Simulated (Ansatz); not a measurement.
**cubic HfO2 (1 1 0) on diamond (1 1 0) (film strained to the substrate, started from cuts of the bulks and a machine-learned relaxation)**

A periodic stack without vacuum, cubic HfO2 (1 1 0) on diamond (1 1 0) (film strained to the substrate, started from cuts of the bulks and a machine-learned relaxation): substrate slab C48, film Hf8O16, surface cells [[0, 2], [-1, 0]] and [[1, 0], [0, 1]], film strained by -0.9 and -0.9 %, outermost planes C/C and HfO/HfO as cut, which need not be the usual terminations and can put a slab off its formula.

The start was prepared with a machine-learned potential, and the result is one local minimum, with the in-plane cell held and forces under 0.04 eV/Å; the film can end far from its bulk form.

Levels used, each named beside its values: PBE (plane waves to 420 eV, PAW; Ansatz, a program for electronic structure); HSE06 (plane waves to 420 eV, PAW; Ansatz). Geometries and values that name no level are of the first. Scalar-relativistic, without spin–orbit coupling; PBE gaps are too small against experiment. Its k-point mesh 5×7×1, Fermi–Dirac width 0.05 eV. HSE06 ran on meshes of its own (9×9×9); its edges and gaps are taken over the mesh and over extra points off it, mostly where PBE has its edges.

| Property | Result |
|---|---|
| interface area | 18.0 Å² |
| period | 31.44 Å |
| gaps between the outermost planes at the two interfaces | 2.17 and 2.19 Å |
| C–Hf contacts across the interfaces within 1.22 times the sum of covalent radii | 4, mean 2.78 Å |
| spin-polarised check at this geometry | falls back to no moment |

```
HfC6O2
1.0
    5.04996     0.00167    -0.10152
    0.00102     3.56980     0.11667
   -0.00584     2.52431    31.54646
C Hf O
48 8 16
Cartesian
  0.45622   2.23413   2.53596
  2.98182   2.21736   2.48058
  1.71728   1.39533   2.47260
  4.24590   1.39533   2.42311
  1.70498   3.95437   1.52289
  4.21909   3.95811   1.47255
  2.95860   3.27481   1.42797
  0.43341   3.24687   1.39602
  3.03268   2.16239   5.03162
  0.50774   2.16196   5.08041
  4.29484   1.27336   4.97439
  1.77001   1.27245   5.02524
  4.27069   3.98328   3.80739
  1.74561   3.98326   3.85732
  0.48287   3.09651   3.84780
  3.00775   3.09649   3.80341
  0.55802   2.08017   7.60590
  3.08304   2.08098   7.55570
  1.82023   1.18841   7.55082
  4.34528   1.18923   7.50031
  1.79595   3.90594   6.37684
  4.32084   3.90674   6.32617
  3.05814   3.01465   6.32375
  0.53315   3.01378   6.37306
  3.13324   1.99824  10.07925
  0.60839   1.99741  10.12992
  4.39554   1.10687  10.02461
  1.87055   1.10623  10.07394
  4.37118   3.82531   8.85018
  1.84616   3.82448   8.90040
  0.58340   2.93186   8.89743
  3.10845   2.93269   8.84694
  0.65857   1.90996  12.64821
  3.18360   1.91150  12.59831
  1.92095   1.02399  12.59422
  4.44592   1.02530  12.54966
  1.89659   3.74176  11.42435
  4.42144   3.74284  11.37555
  3.15865   2.85238  11.37263
  0.63391   2.85167  11.42352
  3.22395   1.73070  14.92627
  0.71047   1.73320  14.97693
  4.49559   1.01418  15.00606
  1.97043   1.04668  14.97690
  4.47313   3.64962  13.91822
  1.94745   3.63079  13.97310
  0.68288   2.80735  13.97700
  3.21148   2.80892  13.92775
  2.06475   2.43682  18.92568
  4.61027   4.25567  17.60951
  1.41838   2.30381  22.77924
  4.00309   4.13570  21.37497
  0.92444   2.17996  26.54220
  3.50911   4.01157  25.13849
  0.31499   2.05197  30.30868
  2.86101   3.89047  28.99403
  3.43933   4.20257  19.30142
  3.33653   2.49279  17.34377
  0.71309   2.49531  17.30132
  0.96341   4.21059  19.19535
  2.87012   4.07996  23.07376
  2.53897   2.35998  21.05004
 -0.02139   2.35528  21.22433
  0.38537   4.08226  23.04140
  2.38781   3.95450  26.86653
  2.05769   2.23508  24.84229
 -0.50753   2.23151  24.97560
 -0.10144   3.95879  26.79283
  1.58922   3.84264  30.57525
  1.48559   2.10843  28.61576
 -1.08753   2.10609  28.82400
 -0.83688   3.83935  30.71726
```
